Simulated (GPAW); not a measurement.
Band structure of InF3 (R-3c, 8 atoms in the cell).

```
CELL_PARAMETERS angstrom
      2.60214     1.50235     4.90751
     -2.60214     1.50235     4.90751
      0.00000    -3.00469     4.90751
ATOMIC_POSITIONS crystal
  In 0.50000 0.50000 0.50000
  In 0.00000 0.00000 0.00000
  F  0.39571 0.75000 0.10429
  F  0.60429 0.25000 0.89571
  F  0.10429 0.39571 0.75000
  F  0.89571 0.60429 0.25000
  F  0.75000 0.10429 0.39571
  F  0.25000 0.89571 0.60429
```

Method of the run: LDA (Perdew-Wang 92), GPAW PAW datasets LDA (gpaw-data 1.0.1) (plane waves; GPAW).

Settings: mode = pw; ecut = 950 eV; xc = LDA; kpts = 5 5 5; mesh shift (steps) = 0 0 0; occupations.name = fermi-dirac; occupations.width = 0.05 eV; nbands = -6; convergence.density = 1e-05 e/electron; convergence.bands = -4; symmetry.symmorphic = false; symmetry.tolerance = 0.0005; maxiter = 120; bandpath_npoints = 40.

The starting cell comes from a database of computed structures (which also holds hypothetical and non-ambient phases and stackings), without a prior relaxation at this level.

Question: Predict the gap along the standard path and the places of the band edges.

Answer: The gap along the path is 4.00 eV, from F to Γ; the smallest direct gap on it is 4.04 eV.

Levels in eV from the top of the valence band on the SCF mesh, bands 31 to 38:
| point | 31 | 32 | 33 | 34 | 35 | 36 | 37 | 38 |
|---|---|---|---|---|---|---|---|---|
| Γ | -0.15 | -0.15 | -0.01 | -0.01 | 4.03 | 9.48 | 10.40 | 11.50 |
| L | -0.25 | -0.25 | -0.12 | -0.12 | 6.65 | 6.65 | 11.01 | 11.01 |
| Z | -0.11 | -0.11 | -0.11 | -0.11 | 6.45 | 6.45 | 11.71 | 11.71 |
| F | -0.24 | -0.18 | -0.09 | 0.02 | 6.58 | 8.14 | 9.58 | 10.47 |
| P1 | -0.23 | -0.19 | -0.16 | -0.05 | 6.82 | 7.45 | 9.81 | 10.67 |
| P | -0.23 | -0.19 | -0.16 | -0.05 | 6.82 | 7.45 | 9.81 | 10.67 |
